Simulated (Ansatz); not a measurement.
Consider SnO2 in the rutile structure (space group P4_2/mnm, No. 136).

```
CELL_PARAMETERS angstrom
      4.82757     0.00000     0.00000
      0.00000     4.82757     0.00000
      0.00000     0.00000     3.23813
ATOMIC_POSITIONS crystal
  Sn 0.00000 0.00000 0.00000
  Sn 0.50000 0.50000 0.50000
  O  0.30658 0.30658 0.00000
  O  0.80658 0.19342 0.50000
  O  0.19342 0.80658 0.50000
  O  0.69342 0.69342 0.00000
```

Cartesian axes are those of the cell as printed.

The values are results of plane-wave PAW DFT at the PBE level (Ansatz, a program for electronic structure, 420 eV), no spin-orbit coupling, not measurements.

Strains are applied to the cell and any free atomic positions relax; under biaxial strain the out-of-plane vector relaxes too.

One change was made to it. Results:

```json
[
 {"quantity": "shortest interatomic distance", "base": "3.948 bohr", "after": "3.945 bohr"},
 {"quantity": "electron mass", "base": "0.16 mₑ along c, 0.17 mₑ across (at Γ)", "after": "0.15 mₑ out of plane, 0.17 mₑ in plane (at Γ)"},
 {"quantity": "band gap", "base": "0.68 eV", "after": "0.53 eV"},
 {"quantity": "width of the top valence band", "base": "1.18 eV", "after": "1.14 eV"}
]
```

Which change produced these results?
A. biaxial strain +0.60 %, plane normal [001], relaxed out of plane
B. biaxial strain +2.40 %, plane normal [001], relaxed out of plane
C. biaxial strain +1.20 %, plane normal [001], relaxed out of plane

B, biaxial strain +2.40 %, plane normal [001], relaxed out of plane. For comparison, the band gap in the other runs: biaxial strain +1.20 %, plane normal [001], relaxed out of plane gives 0.60 eV; biaxial strain +0.60 %, plane normal [001], relaxed out of plane gives 0.64 eV.

Masses are band curvatures over ±0.01 Å⁻¹ around the edge. Gaps are Kohn–Sham eigenvalue differences; semilocal functionals usually give less than the measured gap. No phonon test of stability was made.
